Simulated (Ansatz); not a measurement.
An Ansatz (a first-principles code) run: AlPt3; PBEsol in Ansatz (plane waves to 420 eV, PAW, scalar-relativistic without spin-orbit coupling).

Input:

Ansatz 0.2 input:
```yaml
crystal:
  lattice:
    - [-2.7275646197, 2.7275646197, 3.9140767593]
    - [2.7275646197, -2.7275646197, 3.9140767593]
    - [2.7275646197, 2.7275646197, -3.9140767593]
  atoms:
    - { symbol: Al, position: [0.75, 0.25, 0.5] }
    - { symbol: Al, position: [0.25, 0.75, 0.5] }
    - { symbol: Pt, position: [0.75, 0.75, 0] }
    - { symbol: Pt, position: [0.25, 0.25, 0] }
    - { symbol: Pt, position: [0.21715804, 0.71715804, 0.93431608] }
    - { symbol: Pt, position: [0.78284196, 0.28284196, 0.06568392] }
    - { symbol: Pt, position: [0.71715804, 0.78284196, 0.5] }
    - { symbol: Pt, position: [0.28284196, 0.21715804, 0.5] }
basis: { ecutwfc: 420, ecutrho_ratio: 4, xc_grid: 2, fft_grid_basis: typed }
kpoints: { mp_grid: { grid: [12, 12, 12] } }
hamiltonian:
  xc: pbesol
  dispersion: none
  pseudopotentials: { kind: paw }
scf: { occupations: { method: fermi_dirac, width: 0.05 }, convergence: { dr2_threshold: 0.0000000008 } }
output: { forces: true, stress: true }
```

Output (explanatory and most iteration lines left out):

```
Pseudopotential: Al, paw, valence charge 3
Pseudopotential: Pt, paw, valence charge 18
Crystal: 8 atoms, lattice volume = 116.477 Å³
Basis set: ecut = 420 eV, 2269 PW (Γ), exchange–correlation on 80×80×80 points (8 copies of the dense FFT grid, shifted against one another)
Bands: 68, of which v1, the nominal top of the filled ones, is band 57 counted from 1 (56 counted from 0)
Symmetry: 16 space group operations
Space group: I4/mcm (ITA 140), of the structure as read, at distance tolerance 4.9e-5 Å
k-points: 163 of 1728
Functional: x = pbesol(κ = 0.804, μ = 0.12345679012345678), c = pbesol(β = 0.046)
SCF iter   1: F=—  HF=-75357.730490 eV  |F-HF|=—  |Δ(HF+E_count)|=         —  Δρ=1.03e-2  dr2=1.18e-1  ethr=1.77e-3  ⟨swp⟩=5.6  Hψ=39257  notcnv=0  defer=203
SCF iter   2: F=—  HF=-75357.709775 eV  |F-HF|=—  |Δ(HF+E_count)|=   2.07e-2  Δρ=4.99e-3  dr2=2.81e-2  ethr=1.03e-4  ⟨swp⟩=1.8  Hψ=13515  notcnv=0  defer=450
SCF 1 converged in 8 iterations: F = -75357.703479 eV  dr2 = 4.51e-10
SCF converged after 8 iterations
Free energy (F): -75357.703479 eV
Internal energy: -75357.671962 eV  (E = F + TS)
E sigma→0 (E₀):  -75357.687721 eV
Entropy (-TS):   -0.031517 eV (-3.940 meV/atom)
Fermi energy:    20.270416 eV
--- Forces (eV/Å), atoms counted from 1 ---
  atom   1  Al     0.00000000    -0.00000000     0.00000000
  atom   2  Al     0.00000000     0.00000000    -0.00000000
  atom   3  Pt    -0.00000000    -0.00000000    -0.00000000
  atom   4  Pt     0.00000000    -0.00000000     0.00000000
  atom   5  Pt     0.00005280     0.00005280     0.00000000
  atom   6  Pt    -0.00005280    -0.00005280    -0.00000000
  atom   7  Pt    -0.00005280     0.00005280     0.00000000
  atom   8  Pt     0.00005280    -0.00005280    -0.00000000
--- Stress (GPa, compression-positive) ---
       -0.000173      -0.000000      -0.000000
       -0.000000      -0.000173       0.000000
       -0.000000       0.000000      -0.000999
  P = ⅓ Tr σ = -0.0004 GPa (-0.004 kbar)
```

No phonon test of stability was made. The final runs are not spin-polarised. The cell is AlPt₃ (space group I4/mcm, No. 140; a cell from a computed database, its experimental status unchecked).
